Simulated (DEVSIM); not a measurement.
System: abrupt Si n-p junction, at 400 K.

Layer 1 from the left is Si, thickness (μm) 15.0, Nd (cm⁻³) 1.3e15, τn (s) 2.6e-6, τp (s) 2.6e-6. Layer 2 from the left is Si, thickness (μm) 25.0, Na (cm⁻³) 1.6e17, τn (s) 2.6e-6, τp (s) 2.6e-6.

Left contact: ohmic. Right contact: ohmic. Voltage is applied to the left contact. Recombination: SRH at mid-gap, radiative, Auger. Mobility is constant in doping.

Constants are typed, rounded textbook-type inputs, not results; the design itself was drawn at random and stands for no fabricated device. Values at 300 K; Nc and Nv go as T^1.5, mobilities as T to minus their exponent, the gap by Varshni's rule with the affinity fixed.

Si: gap (eV) 1.124, affinity (eV) 4.05, permittivity 11.7, Nc (cm⁻³) 2.86e19, Nv (cm⁻³) 3.1e19, μn (cm²/Vs) 1417, μp (cm²/Vs) 470, T exponent of μn 2.3, T exponent of μp 2.2, B (cm³/s) 4.7e-15, Cn (cm⁶/s) 2.8e-31, Cp (cm⁶/s) 9.9e-32, Varshni α (eV/K) 0.000473, Varshni β (K) 636.

Question: Estimate by hand the built-in potential, the peak field at zero bias, the capacitance at 3 V, and compare with a numerical solution.

Answer: 
- Built-in potential: ni = √(Nc Nv) exp(−Eg/2kT) = 5.68e12 cm⁻³ with Eg = 1.096 eV; Vbi = kT/q ln(Na Nd/ni²) = 0.540 V; numerical 0.540 V.
- Peak field at zero bias: depletion approximation: W = √(2εVbi/(qN)) = 0.736 μm with N = 1.29e15 cm⁻³; field = 2Vbi/W = 14700 V/cm; numerical 27400 V/cm (estimate below by 46 %).
- Capacitance at 3 V: C = √(qεN / 2(Vbi + |V|)) = 5.50 nF/cm²; numerical 5.56 nF/cm² (estimate below by 1.2 %).

Simulated with DEVSIM: 1D drift-diffusion, Boltzmann statistics, complete ionisation; no tunnelling, impact ionisation, image-force lowering or self-heating.
